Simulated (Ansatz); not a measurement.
For Ta₂O₅ (I4/mmm, No. 139, 7 atoms in the cell; start mp-1218001), LDA (Ansatz, a quantum-chemistry and plane-wave program, PAW) gives:

| Property | Result |
|---|---|
| equilibrium lattice constant a | 5.204 Å |
| lattice parameter c | 9.541 Å |
| cohesive energy | 8.41 eV/atom |
| band gap | 1.59 eV |

Question: What does r²SCAN+rVV10 (PAW; Ansatz) give for the same quantities?

Answer: 
- lattice constant a: 5.243 Å (rises by 0.7 %)
- lattice parameter c: 9.528 Å (decreases by 0.1 %)
- cohesive energy: 7.32 eV/atom (drops by 1.09 eV/atom)
- band gap: 2.15 eV (goes up by 0.56 eV)

Changes are worked out from the printed values.

Unless a cell is named, each level is at its own relaxed cell (LDA 18.46, r²SCAN+rVV10 18.71 Å³/atom).

Levels without +SOC leave out spin–orbit coupling, which shifts energies and cells of such heavy elements.

Spin–orbit coupling is included only where a level's name says +SOC; with heavier elements it mostly lowers gaps and can invert bands. Density-functional gaps are differences of (generalised) Kohn–Sham levels.

Caveats: the relaxation could not lower the start's symmetry, so the cell can be a saddle point above a distorted one (LDA, r²SCAN+rVV10). Ansatz's density-functional and Hartree–Fock values are scalar-relativistic unless marked +SOC, with PAW data made under PBE.

A start named mp-… is a Materials Project structure, which need not be a measured phase.
